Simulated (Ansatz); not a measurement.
The starting structures come from a database of crystals and need not be the phases stable at ambient conditions.

**Evanescent states of LaGaO3 (R3c, not sure to be the ambient phase, 10 atoms a cell, 12.2 Å³ an atom, -5 GPa at this level) along the normal of (101)**

Method: r2SCAN (plane waves, PAW; Ansatz, a first-principles code).

The gap is the functional's own. No spin-orbit coupling. Mid-gap values are interpolated on the energy grid.

Energies count from the valence-band top; κ is the least over a 6×6 mesh across the current.

| E (eV) | κ (1/Å) | where |
|---|---|---|
| 0.10 | 0.137 | off Γ |
| 0.28 | 0.233 | off Γ |
| 0.47 | 0.271 | Γ |
| 0.67 | 0.295 | Γ |
| 0.85 | 0.315 | Γ |
| 1.04 | [?] | Γ |
| 1.24 | [?] | Γ |
| 1.43 | [?] | Γ |
| 1.61 | [?] | Γ |
| 1.80 | [?] | Γ |
| 2.00 | [?] | Γ |
| 2.19 | [?] | Γ |
| 2.38 | [?] | Γ |
| 2.56 | [?] | Γ |
| 2.75 | [?] | Γ |
| 2.94 | [?] | Γ |
| 3.13 | 0.333 | Γ |
| 3.33 | 0.304 | Γ |
| 3.52 | 0.266 | Γ |
| 3.71 | 0.216 | Γ |
| 3.90 | 0.147 | Γ |

Question: Fill in the missing entries.

Answer: 
- 1.04, κ (1/Å): 0.332
- 1.24, κ (1/Å): 0.346
- 1.43, κ (1/Å): 0.357
- 1.61, κ (1/Å): 0.365
- 1.80, κ (1/Å): 0.372
- 2.00, κ (1/Å): 0.376
- 2.19, κ (1/Å): 0.378
- 2.38, κ (1/Å): 0.378
- 2.56, κ (1/Å): 0.374
- 2.75, κ (1/Å): 0.366
- 2.94, κ (1/Å): 0.353
